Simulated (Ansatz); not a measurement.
Data:

```xyz
8
Lattice="3.1613 0.0000 0.0000 -1.5806 2.7377 0.0000 0.0000 0.0000 14.3129" Properties=species:S:1:pos:R:3 pbc="T T T"
Nb     1.5806     0.9126    13.1317
Nb     0.0000     1.8252     1.1812
Nb     0.0000     1.8252     5.9753
Nb     1.5806     0.9126     8.3377
In     1.5806     0.9126     3.5782
In     0.0000     1.8252    10.7347
C      0.0000     0.0000     0.0000
C      0.0000     0.0000     7.1565
```

Calculation: PBEsol, DFPT electron-phonon coupling, linearised Boltzmann equation (plane waves, PAW, scalar-relativistic; Ansatz, a quantum-chemistry and plane-wave program). Geometry: relaxed with this functional, without spin-orbit coupling.

Predict the intrinsic resistivity at 300 K.

17.2 (x), 17.2 (y), 32 (z) μΩ·cm.

How long is the mean free path there?

7.9 (x), 7.9 (y), 6.8 (z) nm, weighted by the current that each state carries. Wires not much wider than this gain resistivity from their walls.

A metal at this level (no band gap). Only scattering by harmonic phonons is included (no impurities, grain boundaries, electron-electron scattering or thermal expansion). Spin-orbit coupling is left out. Halving the electron mesh (32x32x8) moves the resistivity by up to 1 % at 300 K, the mean free path by up to 5 %. Smearing 0.20 eV; phonons on a 5x5x1 q mesh, which this run doesn't test.

Computed structure with no diffraction record at hand here (it may be known, metastable or hypothetical): Nb2InC (P6_3/mmc).
